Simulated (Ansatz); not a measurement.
SiH3 on the 1x1 (0001) surface of hcp Ru, one in a 2x2 cell: adsorption energies (eV for each) against SiH4(g) − ½ H2(g) in Ansatz (plane waves, PAW). Structures relaxed with PBE; the other functionals are single points on them, with slab and gas at the same level. No dispersion, zero-point or thermal terms. Rows are starts at which the adsorbate stayed.

Slab: 20 atoms, 6.3 Å thick at the start under the adsorbate (thin: gaps and levels are the slab's own); k 6x6x1, smearing 0.1 eV, dipole-corrected; 8 atoms held, the rest relaxed; each run with such symmetry as its start has; spin where the adsorbate may keep a moment, no spin-orbit, no U, no dispersion correction.

```tsv
site	PBE	RPBE	r2SCAN
top Ru	-0.59	-0.38	-0.75
hollow Ru-Ru-Ru	-1.51	-0.99	-1.68
hollow Ru-Ru-Ru over Ru at depth 2.1 Å	-1.57	-1.04	-1.74
```

RPBE moves the energies by 0.42 eV on average against PBE and puts 'hollow Ru-Ru-Ru over Ru at depth 2.1 Å' lowest, as PBE does. r2SCAN moves the energies by -0.17 eV on average against PBE and puts 'hollow Ru-Ru-Ru over Ru at depth 2.1 Å' lowest, as PBE does.

Ansatz is a first-principles code.
